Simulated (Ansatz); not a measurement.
Consider BaTiO₃ in the cubic perovskite structure (space group Pm-3m, No. 221; a = 3.9699 Å).

All numbers come from Ansatz (a quantum-chemistry and plane-wave program), PBEsol, PAW, cutoff 420 eV, spin-orbit coupling left out.

Base values:

```
Property                 Result
-------------------  ----------
Lattice parameter a  7.502 bohr
Band gap                1.82 eV
Smallest direct gap     1.89 eV
```

One thing is altered: cell and atoms relaxed at a pressure of 4.2 GPa.

Question: How does this affect the lattice parameter a, band gap and smallest direct gap?

Answer: The lattice parameter a drops by 0.055 bohr, from 7.502 bohr to 7.447 bohr; the band gap grows by 0.045 eV (1.82 eV → 1.86 eV); the smallest direct gap grows by 0.02 eV (1.89 eV → 1.91 eV).

Load acts through the strain it causes; cell and atoms are relaxed under it. Stability against distortions was not tested. All final runs are without spin polarisation. Many cubic perovskites are stable only at high temperature; tilts and polar distortions were not tested. This is not the structure that BaTiO3 has at room temperature and ambient pressure.
